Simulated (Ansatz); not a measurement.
The reference is CdSe in the zinc blende structure (space group F-43m, No. 216; a = 6.1333 Å).

Method: r2SCAN (Ansatz, an electronic-structure program), no SOC, earlier PAW set.

Base values:

- Volume per atom = 28.84 Å³
- Band gap = 1.03 eV

Now apply this change: hydrostatic tension (pressure −1 GPa).

Q: How does this affect the volume per atom?

A: The volume per atom increases by 0.60 Å³ to 29.44 Å³.

Q: Estimate the effect on the band gap.

A: The band gap shrinks by 0.046 eV (1.03 eV → 0.99 eV).

Load acts through the strain it causes; cell and atoms are relaxed under it. No phonon test of stability was made.
